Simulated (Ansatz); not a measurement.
Consider a periodic stack without vacuum, rutile SnO2 (1 0 0) on zinc-blende CdTe (1 1 0) (film strained to the substrate, started from cuts of the bulks and a machine-learned relaxation; slabs Cd6Te6 and Sn10O24, which can lie off the formulas): substrate slab Cd6Te6, film Sn10O24, surface cells [[0, -1], [1, 0]] and [[1, 0], [0, 2]], film strained by -3.0 and +2.2 %, outermost planes CdTe/CdTe and O/O as cut, which need not be the usual terminations and can put a slab off its formula. Its start:

```xyz
46
Lattice="4.6810 0.0000 0.0173 0.0000 6.6200 -0.0082 -0.6747 0.5163 27.7719" Properties=species:S:1:pos:R:3 pbc="T T T"
Cd     3.4987     6.4798     3.2691
Cd     0.7744     3.9254     0.6743
Cd     3.5137     6.5062     8.0124
Cd     1.1809     3.1604     5.6888
Cd     2.7909     7.7285    13.2349
Cd     1.0132     3.0451    10.2631
Te     3.5994     0.6383     0.1086
Te     1.1556     4.8208     3.2418
Te     3.5200     1.4940     5.6230
Te     1.1646     4.8292     8.0110
Te     3.3495     1.3842    10.5318
Te     0.9398     4.4405    12.8793
Sn     2.8830     1.0986    18.1422
Sn     2.8608     4.4042    18.1316
Sn     0.5404     2.7445    15.6853
Sn     0.5396     6.0883    15.6883
O      4.3655     1.1075    14.7585
O      4.3788     4.4225    14.6382
O      1.7834     2.9627    13.9734
O      1.8044     5.8900    14.0020
O      3.8136     2.7604    17.2090
O      3.8098     6.0557    17.2085
O      1.5792     1.1056    16.5178
O      1.4863     4.4089    16.5610
Sn     2.8595     1.1066    23.0435
Sn     2.8512     4.4184    23.0020
Sn     0.5204     2.7487    20.5701
Sn     0.5197     6.0638    20.5638
O     -0.4127     1.0972    19.6623
O     -0.4233     4.4030    19.6577
O      1.9189     2.7460    19.0225
O      1.9167     6.0675    19.0173
O      3.8066     2.7512    22.1468
O      3.8067     6.0763    22.1412
O      1.4560     1.0992    21.5030
O      1.4479     4.4086    21.4835
Sn     0.5092     2.8167    25.4539
Sn     0.5058     6.0515    25.4569
O     -0.4323     1.1198    24.6387
O     -0.4949     4.4305    24.5743
O      1.9239     2.7707    23.9662
O      1.9230     6.0728    23.9657
O      3.8647     2.7045    27.1387
O      3.8827     6.2074    27.1696
O      1.5486     1.1293    26.3936
O      1.2810     4.4377    26.5136
```

The start was prepared with a machine-learned potential, and the result is one local minimum, with the in-plane cell held and forces under 0.04 eV/Å; the film can end far from its bulk form.

Computed with PBE (plane waves to 420 eV, PAW; Ansatz, an electronic-structure program). Spin–orbit coupling is left out; the runs are not spin-polarised. Its k-point mesh 5×4×1, Fermi–Dirac width 0.05 eV.

Task: Predict the relaxed interface.

Result: The interface area comes out as 31.0 Å² and the period comes out as 26.73 Å. The heights between the nearest atoms of the two slabs at the two interfaces comes out as 0.73 and 0.82 Å and the Cd–O contacts across the interfaces within 1.22 times the sum of covalent radii is 6, mean 2.29 Å. The O–Te contacts across the interfaces within 1.22 times the sum of covalent radii is 6, mean 2.05 Å and the Sn–Te contacts across the interfaces within 1.22 times the sum of covalent radii is 2, mean 3.36 Å.
